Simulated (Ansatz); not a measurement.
C11b MoSi2, treated with BLYP (Ansatz, an electronic-structure program, PAW).

Settings: plane-wave cutoff 520 eV, 24×24×24 k mesh, Fermi–Dirac smearing 0.05 eV, no spin polarisation, scalar-relativistic PAW data made under PBE.

Shape and atoms are relaxed at each volume.

Pressure at four volumes; x = ln(V/14.250 Å³). One pressure is withheld.

```tsv
V (Å³/atom)	x	P (GPa)
13.680	-0.0408	?
13.965	-0.0202	3.58
14.250	0.0000	0.00
14.820	0.0392	-6.03
```

Problem. Pass a parabola P(x) through the three rows shown, estimate the bulk modulus and its pressure derivative near zero pressure, and predict the withheld pressure.

Solution. Slopes between the rows: (0.00 − (3.58))/(0.0000 − (-0.0202)) = -177.23 and (-6.03 − (0.00))/(0.0392 − (0.0000)) = -153.83 GPa. Their difference over the span 0.0594 is c = 23.40/0.0594 = 393.9 GPa, so P(x) = 3.58 + (-177.23)(x − (-0.0202)) + 393.9 (x − (-0.0202))(x − (0.0000)). At the middle row B = −dP/dx = −[-177.23 + 393.9 × 0.0202] = 169.3 GPa, and B′ = dB/dP = 2c/B = 4.7. At x = -0.0408 the parabola gives 7.56 GPa; the run gives 7.58 GPa. The Birch–Murnaghan fit to the energies at all volumes has B0 = 169 GPa and B′ = 4.7.

Measured, for comparison: bulk modulus 222 ± 2 GPa (room temperature, not corrected to a static lattice, B' = 4; as tabulated in Structural stability of MoSi2 and Mo5Si3 under high pressure, Chin. Phys. B 26 …). Computed (rounded) less measured: bulk modulus -24 %.

Note: the bulk modulus comes from volumes at which shape and atoms were relaxed.
